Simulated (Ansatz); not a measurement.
Seebeck coefficient (μV/K, mean over directions) of n-type CsNbN2 (Fd-3m) against carrier density, PBEsol, rigid bands in Ansatz (a program for electronic structure). Computed gap 1.69 eV; densities at which minority carriers matter at this gap, or further valleys turn the trend, are left out. Conductivity mass 0.41 mₑ (harmonic mean over directions), N_c = 1.4e19 cm⁻³ at 300 K.

```csv
electron density,300 K,500 K
1e16 cm⁻³,-835,-908
1e17 cm⁻³,-636,-710
1e18 cm⁻³,-439,-512
3e18 cm⁻³,-345,(withheld)
1e19 cm⁻³,-246,-316
3e19 cm⁻³,-163,(withheld)
1e20 cm⁻³,(withheld),-144
3e20 cm⁻³,-53,-90
1e21 cm⁻³,-36,-64
```

Q: Complete the blanks.

A: 
- 3e18 cm⁻³, 500 K: -418
- 3e19 cm⁻³, 500 K: -228
- 1e20 cm⁻³, 300 K: -92

Rigid bands with a gap fixed in temperature, one relaxation time for all states, no polarons or phonon drag, and whether or not such doping can be reached. Spin-orbit coupling is left out.

Computed structure with no diffraction record at hand here (it may be known, metastable or hypothetical): CsNbN2 (Fd-3m).
